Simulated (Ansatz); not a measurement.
The reference is InAs in the zinc blende structure (space group F-43m, No. 216; a = 6.1096 Å). Axes: x, y, z lie along the cube axes.

Method: Ansatz (a first-principles code) r2SCAN, without spin-orbit coupling.

It is then changed as follows: the cell is scaled by 0.9800 in all directions; the atoms relax in the strained cell.

Question: Predict the stress tensor and what it implies for the stiffness.

Answer: Stress of the strained cell less that of the base (GPa, compression positive):
```
   4.00    0.00    0.00
   0.00    4.00    0.00
   0.00    0.00    4.00
```

Then B = −ΔP/(ΔV/V₀) with ΔV/V₀ = -0.0588 gives secant stiffness values (nonlinear terms included at this strain): B ≈ 68 GPa.

As a check, the harmonic strain energy −½ V₀ Δσ:ε is 21 meV/atom; the computed energy rise is 20 meV/atom.

Stability against distortions was not tested.
